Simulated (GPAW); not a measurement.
A self-consistent single point of ScHg (Pm-3m, 2 atoms in the cell) with GPAW.

Level of theory: r2SCAN, GPAW PAW datasets PBE (gpaw-data 1.0.1) (plane waves; GPAW 25.7.0).

```yaml
crystal:
  lattice:
    - [3.48000, 0.00000, 0.00000]
    - [0.00000, 3.48000, 0.00000]
    - [0.00000, 0.00000, 3.48000]
  atoms:
    - { symbol: Sc, position: [0.50000, 0.50000, 0.50000] }
    - { symbol: Hg, position: [0.00000, 0.00000, 0.00000] }
```

Reference input (self-consistent single point, DFT PBEsol, plane waves, GPAW PAW datasets PBEsol (made by gpaw-setup)): mode = pw; ecut = 850 eV; xc = PBEsol; kpts = 7 7 7; mesh shift (steps) = 0 0 0; occupations.name = methfessel-paxton; occupations.width = 0.2 eV; occupations.order = 0; nbands = -10; symmetry.symmorphic = false; symmetry.tolerance = 0.0005; maxiter = 100. This run's input differs from it in these lines:

```diff
@@ -13,3 +13,3 @@
 calc = GPAW(mode=PW(850),
-            xc='PBEsol',
+            xc='MGGA_X_R2SCAN+MGGA_C_R2SCAN',
             kpts=(7, 7, 7),
```

Its files differ too (potentials: GPAW PAW datasets PBE (gpaw-data 1.0.1)).

Log, with long lists cut:

```
     iter     time        total  log10-change:
                         energy   eigst   dens
iter:   1 --:--:--   -34.399044
iter:   2 --:--:--   -27.900137   -0.51  -1.48
iter:   3 --:--:--   -27.796539   -1.31  -1.53
iter:   4 --:--:--   -27.951234   -1.47  -1.63
iter:   5 --:--:--   -27.855670   -2.12  -1.99
iter:   6 --:--:--   -27.948546   -1.73  -2.09
iter:   7 --:--:--   -27.854787   -2.43  -2.20
iter:   8 --:--:--   -27.877846   -2.78  -2.25
iter:   9 --:--:--   -27.867534   -3.18  -2.58
iter:  10 --:--:--   -27.874530c  -3.46  -2.91
iter:  11 --:--:--   -27.866392c  -3.26  -2.57
iter:  12 --:--:--   -27.866452c  -3.95  -3.35
iter:  13 --:--:--   -27.866450c  -4.68  -3.70
iter:  14 --:--:--   -27.866403c  -5.29  -3.74
iter:  15 --:--:--   -27.866413c  -6.27  -4.02c
iter:  16 --:--:--   -27.866389c  -6.37  -4.06c
iter:  17 --:--:--   -27.866392c  -7.40c -4.09c
Converged after 17 iterations.

Dipole moment: (-0.000000, -0.000000, -0.000000) |e|*Ang

Energy contributions relative to reference atoms: (reference = -553944.661848)

Kinetic:        +16.967429
Potential:      -12.384895
External:        +0.000000
XC:             -30.590349
Entropy (-ST):   -0.023302
Local:           -1.846926
SIC:             +0.000000
--------------------------
Free energy:    -27.878043
Extrapolated:   -27.866392

Showing only first 2 kpts
 Kpt  Band  Eigenvalues  Occupancy
  0    12      0.50816    2.00000
  0    13      8.65996    0.00160
  0    14      8.65996    0.00160
  0    15     10.80561    0.00000

  1    12      0.52305    2.00000
  1    13      8.46054    0.08073
  1    14      8.59624    0.00681
  1    15     10.26892    0.00000

Fermi level: 8.21355

No gap
No difference between direct/indirect transitions
Energy (eV): -27.866392

Forces in eV/Ang:
  0 Sc   -0.00000   -0.00000   -0.00000
  1 Hg   -0.00000   -0.00000    0.00000

Stress tensor:
    -0.012460     0.000000     0.000000
     0.000000    -0.012460     0.000000
     0.000000     0.000000    -0.012460
Stress (GPa, Voigt): [-1.9964 -1.9964 -1.9964  0.      0.      0.    ]
```

The run converged in 17 iterations. GPAW prints stress with tension positive. Against the reference run the pressure goes from -0.57 to 2.00 GPa.

The starting cell comes from a database of published, mostly measured structures (it also holds non-ambient and calculated ones), without a prior relaxation at this level.
